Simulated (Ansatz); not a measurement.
An Ansatz (an electronic-structure program) run: Zr with a change (biaxial strain −0.35 %, plane normal [001], relaxed out of plane); DFT with r2SCAN, PAW potentials and a 500 eV plane-wave cutoff in Ansatz, no spin-orbit coupling.

Input:

Ansatz 0.2 input:
```yaml
crystal:
  lattice:
    - [3.2346572805, 0, 0]
    - [1.6173286402, 2.8012953774, 0]
    - [0, 0, 5.1597217387]
  atoms:
    - { symbol: Zr, position: [0.3333333333, 0.3333333333, 0.75] }
    - { symbol: Zr, position: [0.6666666667, 0.6666666667, 0.25] }
basis: { ecutwfc: 500, ecutrho_ratio: 4, xc_grid: 4, fft_grid_basis: typed }
kpoints: { mp_grid: { grid: [16, 16, 9] } }
hamiltonian:
  xc: r2scan
  dispersion: none
  pseudopotentials: { kind: paw }
scf: { occupations: { method: fermi_dirac, width: 0.05 } }
relax: { f_tol: 0.005, max_steps: 50, cell: { stress_tol: 0.01, fix: [a, b, gamma] } }
output: { forces: true, stress: true }
checkpoint: { write: state.ck, write_every: 1000 }
```

Output (explanatory and most iteration lines left out):

```
Relaxation: its limit of steps is 50 (relax.max_steps)
Pseudopotential: Zr, paw, valence charge 12
Crystal: 2 atoms, lattice volume = 46.753 Å³
Basis set: ecut = 500 eV, 1165 PW (Γ), exchange–correlation on 96×96×160 points (64 copies of the dense FFT grid, shifted against one another)
Bands: 16, of which v1, the nominal top of the filled ones, is band 12 counted from 1 (11 counted from 0)
Symmetry: 24 space group operations
Space group: P63/mmc (ITA 194), of the structure as read, at distance tolerance 3.6e-5 Å
k-points: 150 of 2304
Functional: x = r2scan, c = r2scan; τ floored in thin density (d = 2e-4 eV/Å³)
SCF iter   1: F=—  HF=-8389.991525 eV  |F-HF|=—  |Δ(HF+E_count)|=         —  Δρ=7.26e-3  dr2=1.89e-2  dr2_τ=1.00e-2  ethr=1.77e-3  ⟨swp⟩=4.9  Hψ=10275  notcnv=0
SCF iter   2: F=—  HF=-8390.051229 eV  |F-HF|=—  |Δ(HF+E_count)|=   5.97e-2  Δρ=4.87e-3  dr2=8.32e-3  dr2_τ=4.24e-4  ethr=7.88e-5  ⟨swp⟩=2.0  Hψ=5999  notcnv=0
SCF 1 converged in 6 iterations: F = -8390.052612 eV  dr2 = 8.77e-8
relax step   1: F+E_penalty+E_count = -8390.05261246 eV  Δ(F+E_penalty+E_count) = +0.000e0 eV  max|allowed force component| = 5.551e-17 eV/Å  Δτ_max = 0.0000 Å  P = +0.491 GPa  Ω = 46.753 Å³  fix = [a, b, gamma]  reactions: a +0.667, b +0.667 GPa  (6 SCF iters, dr2 threshold 1.00e-7 eV, accepted)
[... steps on the carried basis left out ...]
relax step   3: F+E_penalty+E_count = -8390.05260701 eV  Δ(F+E_penalty+E_count) = -2.003e-5 eV  max|allowed force component| = 1.850e-17 eV/Å  Δτ_max = 0.0000 Å  P = +0.411 GPa  Ω = 46.791 Å³  energy of the carried Pulay correction = -2.139e-5 eV  fix = [a, b, gamma]  reactions: a +0.616, b +0.616 GPa  (3 SCF iters, dr2 threshold 1.92e-8 eV, accepted)
Crystal: 2 atoms, lattice volume = 46.791 Å³
SCF iter   1: F=—  HF=-8390.052627 eV  |F-HF|=—  |Δ(HF+E_count)|=         —  Δρ=7.71e-6  dr2=1.41e-8  dr2_τ=4.61e-9  ethr=2.08e-8  ⟨swp⟩=3.1  Hψ=18186  notcnv=0
SCF iter   2: F=—  HF=-8390.052627 eV  |F-HF|=—  |Δ(HF+E_count)|=   2.84e-7  Δρ=4.98e-6  dr2=6.50e-9  dr2_τ=3.34e-10  ethr=5.86e-11  ⟨swp⟩=2.0  Hψ=4181  notcnv=0
SCF 4 converged in 5 iterations: F = -8390.052627 eV  dr2 = 6.67e-13
SCF converged after 5 iterations
Free energy (F): -8390.052627 eV
Internal energy: -8390.039880 eV  (E = F + TS)
E sigma→0 (E₀):  -8390.046254 eV
Entropy (-TS):   -0.012747 eV (-6.374 meV/atom)
Fermi energy:    13.970877 eV
--- Forces (eV/Å), atoms counted from 1 ---
  atom   1  Zr     0.00000000    -0.00000000    -0.00000000
  atom   2  Zr    -0.00000000     0.00000000     0.00000000
--- Stress (GPa, compression-positive) ---
        0.615520       0.000000       0.000000
        0.000000       0.615520       0.000000
        0.000000       0.000000       0.000289
  P = ⅓ Tr σ = 0.4104 GPa (4.104 kbar)
--- Relaxed structure (3 steps of the walk, 3 accepted, 1 SCFs on fresh bases) ---
  cell:  # Å, volume = 46.7905 Å³
    - [3.234657280471544, 2.886751083753256e-11, 0.0]
    - [1.617328640210772, 2.801295377439077, 0.0]
    - [0.0, 0.0, 5.163818275508844]
  atoms:
    - { symbol: Zr, position: [0.33333333333333337, 0.33333333333333326, 0.7499999999999999] }
    - { symbol: Zr, position: [0.6666666666666667, 0.6666666666666665, 0.25] }
```

Without a gap, meshes like the base's 16×16×9 leave anisotropic stresses uncertain by several tenths of a GPa, and small strain energies with them. Whether these cells are dynamically stable was not tested. The final runs are not spin-polarised. The cell was made from Zr in the hcp (Mg type) structure (space group P6_3/mmc, No. 194) by this change: biaxial strain −0.35 %, plane normal [001], relaxed out of plane.
